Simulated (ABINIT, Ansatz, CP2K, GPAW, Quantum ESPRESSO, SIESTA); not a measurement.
One structure in several programs: Sr (Fm-3m, 1 atom in the cell)

Self-consistent single point.

```xyz
1
Lattice="0.0000 2.9638 2.9638 2.9638 0.0000 2.9638 2.9638 2.9638 0.0000" Properties=species:S:1:pos:R:3 pbc="T T T"
Sr     0.0000     0.0000     0.0000
```

Shared settings, as Ansatz (a program for electronic structure) writes them: kpoints.mp_grid.grid = 8 8 8; scf.occupations.method = fermi_dirac; scf.occupations.width = 0.1 eV. Potentials and cutoffs stand in the table.

```csv
code,model,pressure (GPa),cutoff
ABINIT,"PBEsol, norm-conserving pseudopotentials (PseudoDojo nc-sr-04 PBEsol standard)",0.01,68 Ry
SIESTA,"GGA PBEsol, numerical atomic orbitals DZP, PseudoDojo PBEsol standard norm-conserving potentials (rewritten from UPF to PSML)",4.28,grid 400 Ry
Quantum ESPRESSO,"PBEsol, PSlibrary ultrasoft (PBE) pseudopotentials",0.01,45 Ry
CP2K,"PBEsol, GPW, DZVP-MOLOPT-SR-GTH basis, GTH-PBE potentials (GTH_POTENTIALS)",0.44,grid 500 Ry
GPAW,"PBEsol, GPAW PAW datasets PBEsol (made by gpaw-setup)",0.06,550 eV
Ansatz,"PBEsol, default PAW files made with PBE",0.02,default
```

The spread over the programs that give each value: pressure within 4.27 GPa.

SIESTA and CP2K use small atom-centred bases, whose incompleteness enters pressures, forces and empty levels differently from a plane-wave cutoff. Ansatz's pressure is given at a fixed set of plane waves, as the other plane-wave codes print theirs. In the pressure, SIESTA (by 4.27) lies more than 1 GPa from the median of the plane-wave programs.

The starting cell comes from a database of computed structures (which also holds hypothetical and non-ambient phases and stackings), without a prior relaxation at this level. Its lattice was rescaled by a random factor within 2.5 % of one.

Left out of this page: Elk and FLEUR (not drawn, or without a comparable value).

Keys are those of Ansatz 0.2.
